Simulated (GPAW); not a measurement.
Worked example: self-consistent single point of PbO2 (P4_2/mnm, 6 atoms in the cell) in GPAW

Method of the run: PBE, GPAW PAW datasets PBE (gpaw-data 1.0.1) (plane waves; GPAW 25.7.0).

Input as run:

```python
from ase import Atoms
from ase.units import GPa
from gpaw import GPAW, PW

atoms = Atoms(['Pb', 'Pb', 'O', 'O', 'O', 'O'],
              cell=[[4.888068, 0.000000, 0.000000],
                    [0.000000, 4.888068, 0.000000],
                    [0.000000, 0.000000, 3.336047]],
              positions=[[0.000000, 0.000000, 0.000000],
                         [2.444034, 2.444034, 1.668024],
                         [1.502739, 1.502739, 0.000000],
                         [3.385329, 3.385329, 0.000000],
                         [0.941295, 3.946773, 1.668024],
                         [3.946773, 0.941295, 1.668024]],
              pbc=True)

calc = GPAW(mode=PW(950),
            xc='PBE',
            kpts={'size': (6, 6, 8), 'gamma': True},
            occupations={'name': 'methfessel-paxton', 'width': 0.136, 'order': 0},
            nbands=-10,
            convergence={'density': 1e-05},
            symmetry={'symmorphic': False, 'tolerance': 0.0005},
            maxiter=100,
            txt='-')

atoms.calc = calc

energy = atoms.get_potential_energy()
print('Energy (eV):', round(energy, 6))
forces = atoms.get_forces()
print('Forces (eV/Ang):')
print(forces.round(5))
stress = atoms.get_stress()
print('Stress (GPa, Voigt):', (stress / GPa).round(4))
```

Output (repeated stretches shortened):

```
Input parameters:
  convergence: {density: 1e-05}
  kpts: {gamma: True,
         size: (6, 6, 8)}
  maxiter: 100
  mode: {ecut: 950.0,
         name: pw}
  nbands: -10
  occupations: {name: methfessel-paxton,
                order: 0,
                width: 0.136}
  symmetry: {symmorphic: False,
             tolerance: 0.0005}
  xc: PBE

species:
  Pb:
    name: Lead
    Z: 82.0
    valence: 14
    core: 68
    charge: 0.0
    file: Pb.PBE.gz

    # Using partial waves for Pb as LCAO basis

  O:
    name: Oxygen
    Z: 8.0
    valence: 6
    core: 2
    charge: 0.0
    file: O.PBE.gz

    # Using partial waves for O as LCAO basis

Reference energy: -1142712.335933  # eV

Spin-paired calculation

Convergence criteria:
 Maximum [total energy] change in last 3 cyles: 0.0005 eV / valence electron
 Maximum integral of absolute [dens]ity change: 1e-05 electrons / valence electron
 Maximum integral of absolute [eigenst]ate change: 4e-08 eV^2 / valence electron
 Maximum number of scf [iter]ations: 100

Symmetries present (total): 16
Symmetries with fractional translations: 8
288 k-points: 6 x 6 x 8 Monkhorst-Pack grid + [1/12,1/12,1/16]
50 k-points in the irreducible part of the Brillouin zone
       k-points in crystal coordinates                weights
   0:     0.00000000    0.00000000    0.00000000          1/288
   1:     0.00000000    0.00000000    0.12500000          2/288
   2:     0.00000000    0.00000000    0.25000000          2/288
   [... 7 lines left out ...]
          ...
  49:     0.50000000    0.50000000    0.50000000          1/288

Wave functions: Plane wave expansion
  Cutoff energy: 950.000 eV
  Number of coefficients (min, max): 5256, 5336
  Pulay-stress correction: 0.000000 eV/Ang^3 (de/decut=0.000000)

Occupation numbers: Methfessel-Paxton:
  width: 0.1360  # eV
  order: 0

Eigensolver

Densities:
  Coarse grid: 36*36*24 grid
  Fine grid: 72*72*48 grid
  Total Charge: 0.000000

Density mixing:
  Method: separate
  Backend: pulay
  Linear mixing parameter: 0.05
  old densities: 5
  Damping of long wavelength oscillations: 50

Hamiltonian:
  XC and Coulomb potentials evaluated on a 72*72*48 grid
  External potential:
    NoExternalPotential

XC parameters: PBE with 2 nearest neighbor stencil

Number of atoms: 6
Number of atomic orbitals: 34
Number of bands in calculation: 36
Number of valence electrons: 52
Bands to converge: occupied

Density initialized from atomic densities
  34 bands from LCAO basis set
  2 bands from random numbers

Atomic positions and initial magnetic moments

Positions:
   0 Pb     0.000000    0.000000    0.000000    ( 0.0000,  0.0000,  0.0000)
   1 Pb     2.444034    2.444034    1.668024    ( 0.0000,  0.0000,  0.0000)
   2 O      1.502739    1.502739    0.000000    ( 0.0000,  0.0000,  0.0000)
   3 O      3.385329    3.385329    0.000000    ( 0.0000,  0.0000,  0.0000)
   4 O      0.941295    3.946773    1.668024    ( 0.0000,  0.0000,  0.0000)
   5 O      3.946773    0.941295    1.668024    ( 0.0000,  0.0000,  0.0000)

Unit cell:
           periodic     x           y           z      points  spacing
  1. axis:    yes    4.888068    0.000000    0.000000    36     0.1358
  2. axis:    yes    0.000000    4.888068    0.000000    36     0.1358
  3. axis:    yes    0.000000    0.000000    3.336047    24     0.1390

  Lengths:   4.888068   4.888068   3.336047
  Angles:   90.000000  90.000000  90.000000

Effective grid spacing dv^(1/3) = 0.1368

     iter     time        total  log10-change:
                         energy   eigst   dens
iter:   1 --:--:--   -38.672437
iter:   2 --:--:--   -37.130760   -0.73  -0.89
iter:   3 --:--:--   -33.183436   -0.43  -0.95
iter:   4 --:--:--   -33.419745   -0.66  -1.31
iter:   5 --:--:--   -33.130896   -1.87  -1.51
iter:   6 --:--:--   -33.139981   -3.26  -2.12
iter:   7 --:--:--   -33.140659c  -4.08  -2.46
iter:   8 --:--:--   -33.136853c  -3.06  -2.45
iter:   9 --:--:--   -33.136423c  -4.79  -3.00
iter:  10 --:--:--   -33.136517c  -4.74  -3.37
iter:  11 --:--:--   -33.136465c  -5.38  -3.33
iter:  12 --:--:--   -33.136463c  -6.13  -3.89
iter:  13 --:--:--   -33.136463c  -6.47  -4.24
iter:  14 --:--:--   -33.136463c  -7.30  -4.35
iter:  15 --:--:--   -33.136463c  -7.87c -4.36
iter:  16 --:--:--   -33.136463c  -8.17c -4.76
iter:  17 --:--:--   -33.136463c  -9.14c -5.04c

Converged after 17 iterations.

Dipole moment: (-0.000000, 0.000000, 0.000009) |e|*Ang

Energy contributions relative to reference atoms: (reference = -1142712.335933)

Kinetic:        +97.348081
Potential:      -85.815984
External:        +0.000000
XC:             -44.904489
Entropy (-ST):   -0.001271
Local:           +0.236564
SIC:             +0.000000
--------------------------
Free energy:    -33.137098
Extrapolated:   -33.136463

Showing only first 2 kpts
 Kpt  Band  Eigenvalues  Occupancy
  0    24      5.18153    2.00000
  0    25      5.34917    1.99999
  0    26      5.74510    1.30703
  0    27     10.58944    0.00000

  1    24      5.15169    2.00000
  1    25      5.63221    1.88327
  1    26      6.39365    0.00000
  1    27     10.71856    0.00000

Fermi level: 5.78307

No gap
No difference between direct/indirect transitions
Energy (eV): -33.136463

Forces in eV/Ang:
  0 Pb    0.00000    0.00000    0.00000
  1 Pb    0.00000   -0.00000    0.00000
  2 O    -0.13598   -0.13598    0.00000
  3 O     0.13598    0.13598    0.00000
  4 O     0.13598   -0.13598    0.00000
  5 O    -0.13598    0.13598    0.00000

Stress tensor:
    -0.088818     0.000000     0.000000
     0.000000    -0.088818     0.000000
     0.000000     0.000000    -0.114350
Stress (GPa, Voigt): [-14.2302 -14.2302 -18.3208   0.       0.       0.    ]
```

The run converged in 17 iterations. GPAW prints stress with tension positive.

At such cutoffs GPAW's stress carries a finite-basis (Pulay) error, which enters relaxed cells too; its log prints stress with tension positive.

The starting cell comes from a database of computed structures (which also holds hypothetical and non-ambient phases and stackings), without a prior relaxation at this level. Its lattice was rescaled by a random factor within 2.5 % of one. Spin-orbit coupling is off. The run gives no clean gap (levels at the Fermi energy touch, overlap or are partly filled at this smearing), which alone does not show that the compound is a metal.

Cost on one core of a shared machine: roughly 3 min.
